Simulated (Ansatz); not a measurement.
CsCl-type RuAl was calculated with RPBE (plane waves, PAW; Ansatz, an electronic-structure program).

Settings: plane-wave cutoff 520 eV, 16×16×16 k mesh, Fermi–Dirac smearing 0.1 eV, perturbation theory, no spin polarisation, scalar-relativistic PAW data made under PBE.

Computed at the level's own relaxed cell.

AlRu is modelled in the cubic space group Pm-3m (No. 221), the CsCl type structure, Pearson symbol cP2. Conventional cell: a = 3.0212 Å, b = 3.0212 Å, c = 3.0212 Å, α = 90.00°, β = 90.00°, γ = 90.00°. Al on 1b sees 8 Ru at 2.616 Å and 6 Al at 3.021 Å. Ru on 1a is surrounded by 8 Al at 2.616 Å and 6 Ru at 3.021 Å. (Neighbours: up to the widest gap in distance over summed covalent radii, below 1.35, at either atom.)

Harmonic phonon frequencies (cm⁻¹; i marks an imaginary mode):

```tsv
q point	frequencies
Γ	0 0 0 302 302 302
X	[?]
M	[?]
R	176 176 176 325 325 325
```

Problem. What belongs in the gaps?

Solution. 
- X, frequencies: 153 153 203 279 279 318
- M, frequencies: 102 102 181 267 338 338

No imaginary mode appears at these points.
